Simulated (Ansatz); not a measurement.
Band structure of CdHgSe2 (R3m, 4 atoms in the cell).

```
CdHgSe2
1.0
    2.20311     1.27197     7.18780
   -2.20311     1.27197     7.18780
    0.00000    -2.54393     7.18780
Cd Hg Se
1 1 2
Direct
  0.50033   0.50033   0.50033
  0.99985   0.99985   0.99985
  0.87420   0.87420   0.87420
  0.37560   0.37560   0.37560
```

Method: LDA (PW92), PAW files made with PBE (plane waves; Ansatz, a first-principles code).

Settings: basis.ecutwfc = 30.9 Ry; kpoints.mp_grid.grid = 6 6 6; hamiltonian.xc = lda; hamiltonian.pseudopotentials = {kind: paw} (an earlier, softer set of the program's PAW files); scf.occupations.method = fermi_dirac; scf.occupations.width = 0.0073 Ry; kpoints.band_path.path = [[0.0, 0.0, 0.0], [0.5, 0.0, 0.0], [0.5, 0.18754371, -0.18754371]]; kpoints.band_path.npoints = 8.

The starting cell comes from a database of computed structures (which also holds hypothetical and non-ambient phases and stackings), without a prior relaxation at this level. Its lattice was rescaled by a random factor within 2.5 % of one. Spin-orbit coupling is off. The run gives no clean gap (levels at the Fermi energy touch, overlap or are partly filled at this smearing), which alone does not show that the compound is a metal.

Levels in eV from the Fermi level, bands 33 to 40:
```csv
point,33,34,35,36,37,38,39,40
Γ,-1.03,-0.80,-0.23,-0.19,-0.19,1.36,5.40,5.40
L,-2.29,-2.10,-1.66,-1.46,2.48,2.99,4.35,4.57
B1,-2.62,-2.46,-1.63,-1.56,2.58,3.38,4.70,4.81
```

Bands cross the Fermi level along this path, so the cell is metallic at this level.

Keys are those of Ansatz 0.2.
